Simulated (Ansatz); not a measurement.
Here is the system:

```
SiC
1.0
    0.01873     2.17843     2.17843
    2.17843     0.01873     2.17843
    2.19717     2.19717     0.00000
Si C
1 1
Cartesian
  0.00000   0.00000   0.00381
  1.09858   1.09858   1.08540
```

No spin polarisation.

Computed with Kohn–Sham DFT with the PBEsol functional, run in Ansatz (a program for electronic structure) with PAW and 420 eV plane waves, spin-orbit coupling left out. k-mesh 13×13×13 (Γ-centred); smearing 0.05 eV (Fermi–Dirac).

Question: Predict the gap character, smallest direct gap and valence-band top at Γ.

Answer: 
- Gap character = indirect, Γ → X
- Smallest direct gap = 4.28 eV
- Valence-band top at Γ (three highest levels, from the VBM) = 0.00, -0.09, -0.17 eV

The cells carry an imposed strain or load. Stability against distortions was not tested. The cell was made from SiC in the zinc blende structure (space group F-43m, No. 216) by this change: tensor shear ε_xy = +0.86 %.
